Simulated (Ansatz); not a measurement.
Take GaP in the zinc blende structure (space group F-43m, No. 216; a = 5.452 Å) as the base. Axes: x, y, z lie along the cube axes.

The values are results of Ansatz (an electronic-structure program), r2SCAN, PAW, cutoff 500 eV, spin-orbit coupling left out, earlier PAW set, not measurements.

Strains are applied to the cell and any free atomic positions relax.

One change was made to it. Results:

```tsv
quantity	base	after
energy relative to the base (free energy F)	0 meV/atom	+54 meV/atom
valley order (the lowest conduction-band minima on the path, energy above the VBM, named in the base's zone)	a point along ⟨100⟩, about 1.0 Å⁻¹ from Γ 1.85 eV; L along ⟨111⟩ 2.04 eV; Γ 2.36 eV	Γ 1.47 eV; L along ⟨111⟩ 1.71 eV; a point along ⟨100⟩, about 1.0 Å⁻¹ from Γ 1.99 eV
```

Problem. Name the change that was made.
(A) uniaxial strain ε_xx = +0.28 %
(B) isotropic strain +3.49 %
(C) uniaxial strain ε_zz = +3.92 %
(D) strain tensor (xx, yy, zz, yz, xz, xy) = (−1.79, −1.00, +1.33, +1.34, +0.10, +0.93) %

Solution. B, isotropic strain +3.49 %. For comparison, the valley order in the other runs: uniaxial strain ε_xx = +0.28 % gives a point along [001], about 1.0 Å⁻¹ from Γ 1.84 eV; a point along [100], about 1.0 Å⁻¹ from Γ 1.86 eV; L along [1-11] 2.03 eV; Γ 2.33 eV; strain tensor (xx, yy, zz, yz, xz, xy) = (−1.79, −1.00, +1.33, +1.34, +0.10, +0.93) % gives a point along [100], about 1.1 Å⁻¹ from Γ 1.47 eV; a point along [010], about 1.0 Å⁻¹ from Γ 1.62 eV; L along [1-11] 1.68 eV; a point along [001], about 1.1 Å⁻¹ from Γ 1.78 eV; Γ 2.27 eV; uniaxial strain ε_zz = +3.92 % gives a point along [010], about 1.0 Å⁻¹ from Γ 1.72 eV; L along [111] 1.81 eV; Γ 1.93 eV; a point along [001], about 1.0 Å⁻¹ from Γ 2.06 eV.

Semilocal Kohn–Sham gaps tend to fall short of experiment. No phonon test of stability was made.
